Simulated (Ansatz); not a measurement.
The cell is made up: elements placed on another compound's structure type, so the phase may be hypothetical.

Tunnelling through a barrier is set by its complex band structure: the current falls as exp(−2κd) with the smallest κ.

Here is the system:

```xyz
8
Lattice="6.8743 0.0000 0.0000 0.0000 6.8743 0.0000 0.0000 0.0000 4.0342" Properties=species:S:1:pos:R:3 pbc="T T T"
Al     4.6208     2.2535     0.0000
Al     2.2535     4.6208     0.0000
Al     1.1836     1.1836     2.0171
Al     5.6907     5.6907     2.0171
As     4.7238     4.7238     0.0000
As     2.1505     2.1505     0.0000
As     5.5877     1.2867     2.0171
As     1.2867     5.5877     2.0171
```

Space group of this cell: P4_2/mnm. The cell was relaxed by PBE-D3(BJ).

Transport runs along the normal of the first two printed cell vectors.

No gap correction and no spin-orbit coupling; mid-gap values are interpolated between computed energies.

Problem. Compute, with PBEsol in Ansatz (a program for electronic structure), the band gap and the smallest decay constant κ at mid-gap.

Solution. Gap 1.34 eV on a 6×6×8 mesh; κ = 0.124 1/Å, at the zone centre.
